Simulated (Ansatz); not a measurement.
Start from MgB$_{2}$ (space group P6/mmm, No. 191; relaxed with 0.1 eV smearing).

```
CELL_PARAMETERS angstrom
      3.07530     0.00000     0.00000
     -1.53765     2.66329     0.00000
      0.00000     0.00000     3.52482
ATOMIC_POSITIONS crystal
  Mg 0.00000 0.00000 0.00000
  B  0.66667 0.33333 0.50000
  B  0.33333 0.66667 0.50000
```

Cartesian axes are those of the cell as printed.

Method: PBE (Ansatz, a program for electronic structure; PAW; 420 eV plane waves; no spin-orbit coupling).

Strains are applied to the cell and any free atomic positions relax.

One change was made to it. Results:

| quantity | base | after |
|---|---|---|
| energy relative to the base (free energy F) | 0 meV/atom | +7.0 meV/atom |
| pressure (mean of the normal stresses, compression positive) | 0.0 GPa | -3.0 GPa |

Question: Name the change that was made.
A) uniaxial strain ε_zz = +3.00 %
B) uniaxial strain ε_zz = −1.50 %
C) uniaxial strain ε_zz = +0.50 %
D) uniaxial strain ε_zz = +1.00 %
E) uniaxial strain ε_zz = +2.50 %

Answer: A, uniaxial strain ε_zz = +3.00 %. For comparison, the energy relative to the base in the other runs: uniaxial strain ε_zz = +1.00 % gives +0.8 meV/atom; uniaxial strain ε_zz = +2.50 % gives +4.9 meV/atom; uniaxial strain ε_zz = −1.50 % gives +1.8 meV/atom; uniaxial strain ε_zz = +0.50 % gives +0.2 meV/atom.

No phonon test of stability was made. All final runs are without spin polarisation.
